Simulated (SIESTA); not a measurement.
SIESTA is run on Be3N2 (P6_3/mmc, 10 atoms in the cell), and the run fails. The aim is a self-consistent single point with DFT, LDA PW92, numerical atomic orbitals DZP, PseudoDojo LDA standard norm-conserving potentials (rewritten from UPF to PSML).

Cell that was meant: a = 2.7999 Å, b = 2.7999 Å, c = 9.6036 Å, α = 90.00°, β = 90.00°, γ = 120.00°.

Part of the input:

```
OccupationFunction           FD
ElectronicTemperature        10 K

MaxSCFIterations             2
SCF.Mixer.Method             Broyden
SCF.Mixer.Weight             0.25
SCF.Mixer.History            6
```

Output (repeated stretches shortened):

```
        iscf     Eharris(eV)        E_KS(eV)     FreeEng(eV)     dDmax    Ef(eV) dHmax(eV)
   scf:    1    -3266.835426    -3390.380318    -3390.380318  1.079581-13.906207  8.392702
   scf:    2    -3397.285560    -3394.413546    -3394.413546  0.233106-13.868918  2.960857
SCF_NOT_CONV: SCF did not converge in maximum number of steps (required).
SCF_NOT_CONV: SCF did not converge in maximum number of steps (required).
Geom step, scf iteration, dDmax, dHmax:    0     2      0.233106     0.217619
Geom step, scf iteration, dDmax, dHmax:    0     2      0.233106     0.217619

ABNORMAL_TERMINATION
ABNORMAL_TERMINATION
Stopping Program from Node:    0
Stopping Program from Node:    0
```

Q: What is wrong, and how is it fixed?

A: The fault is an iteration limit that is too low. The loop is cut before its threshold is met, so whatever is printed at the end is not self-consistent. To fix it, raise the limit, or leave it to the default. The run ended unconverged after 2 iterations.

The sound input it was made from differs as follows (other fixes are possible):
```diff
-MaxSCFIterations             2
+MaxSCFIterations             150
```

With that input, the run converged in 16 iterations: free energy E − TS -3395.0868 eV; top of the valence band (on the code's own zero) -15.47 eV; gap on the k-point mesh 3.48 eV; pressure 5.12 GPa; largest force (vector length) 0.003 eV/Å (DFT, LDA PW92, numerical atomic orbitals DZP, PseudoDojo LDA standard norm-conserving potentials (rewritten from UPF to PSML)).

On the sound input: the starting cell comes from a database of computed structures (which also holds hypothetical and non-ambient phases and stackings), without a prior relaxation at this level. Its lattice was rescaled by a random factor within 2.5 % of one. Values carry the incompleteness of an atom-centred basis. With a pressure of about 5 GPa the cell is away from its equilibrium volume at this level.
